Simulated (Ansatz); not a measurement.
# CsSnI3 under a change: isotropic strain +1.80 %

Start from CsSnI3 in the cubic perovskite structure (space group Pm-3m, No. 221; a = 6.271 Å).

The change: every lattice vector is stretched by 1.80 %, atoms relaxed at fixed cell.

The values are results of plane-wave PAW DFT at the PBE level (Ansatz, a quantum-chemistry and plane-wave program, 420 eV), no SOC, not measurements. Settings: 6×6×6 k-points, 0.05 eV Fermi–Dirac smearing.

| quantity | base | changed | shift |
|---|---|---|---|
| volume per atom | 49.33 Å³ | 52.04 Å³ | +2.71 Å³ |
| space group | Pm-3m (No. 221) | Pm-3m (No. 221) | – |
| energy relative to the base (free energy F) | 0 meV/atom | +4.9 meV/atom | +4.9 meV/atom |
| pressure | 0.11 GPa | -0.65 GPa | -0.754 GPa |
| band gap | 0.45 eV | 0.66 eV | +0.21 eV |
| gap character | direct at R | direct at R | – |
| mean gap deformation potential ΔEg/Δln V | – | +4.0 eV | – |
| width of the top valence band | 2.03 eV | 1.72 eV | -0.31 eV |
| electron mass (degenerate bands, along [100]) | 0.035, 0.75, 0.75 mₑ (at R) | 0.048, 0.80, 0.80 mₑ (at R) | – |

Final structure:

```xyz
5
Lattice="6.3842 0.0000 0.0000 0.0000 6.3842 0.0000 0.0000 0.0000 6.3842" Properties=species:S:1:pos:R:3 pbc="T T T"
Cs     0.0000     0.0000     0.0000
Sn     3.1921     3.1921     3.1921
I      3.1921     0.0000     3.1921
I      0.0000     3.1921     3.1921
I      3.1921     3.1921     0.0000
```

Spin-orbit coupling, missing from the scalar runs, can matter with I. Masses are band curvatures over ±0.01 Å⁻¹ around the edge. Whether these cells are dynamically stable was not tested. Many cubic perovskites are stable only at high temperature; tilts and polar distortions were not tested.
